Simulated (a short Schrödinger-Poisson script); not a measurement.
## MOS inversion layer, SiO2 on p-type Ge(100)

Structure: MOS inversion layer, SiO2 on p-type Ge(100), at 300 K.

```tsv
layer	material	thickness (nm)	Na (cm⁻³)
1	SiO2	1.2	-
2	Ge	340	4.5e18
```

Constants are typed, rounded textbook-type inputs, not results; the design itself was drawn at random and stands for no fabricated device. SiO2: permittivity 3.9, conduction-band edge (eV) 3.1, gap (eV) 9, electron mass (mₑ) 0.5. Ge: permittivity 16, conduction-band edge (eV) 0, gap (eV) 0.664, Nv at 300 K (cm⁻³) 6e18.

Channel valleys (confinement mass, in-plane density-of-states mass, number): L4 0.12, 0.295, 4. At the gate the conduction-band edge of layer 1 lies 3.14 eV − eVg above the Fermi level of the channel; the field vanishes at the back. Gaps are held at their typed values at every temperature. Mesh 0.03 nm at interfaces.

Solved with a short Schrödinger-Poisson script written for these runs: 1D Poisson equation in equilibrium, electrons quantum, Hartree (BenDaniel-Duke, 12 states a valley, the channel's in-plane mass for all, wave functions ending at the dielectric), parabolic valleys, classical holes, full ionisation, no traps, pinning or gate leakage.

```tsv
Vg (V)	electrons (cm⁻²)	C (μF/cm²)	L4 E0 (meV)	L4 E1 (meV)
0.25	3.50e6	0.751	390.7	544.0
0.35	3.59e7	0.712	330.4	497.2
0.45	4.04e8	0.680	267.8	446.6
0.55	4.88e9	0.664	203.4	393.1
0.65	5.73e10	0.772	139.6	339.1
0.75	4.01e11	1.26	89.0	296.5
0.85	1.19e12	1.65	60.1	273.7
0.95	2.22e12	1.83	42.9	261.6
```

Gate voltages with under 1e6 electrons/cm² are left out.

Subbands count from the Fermi level.

Only the L valleys are kept; under strong confinement the Δ valleys of Ge fill too.
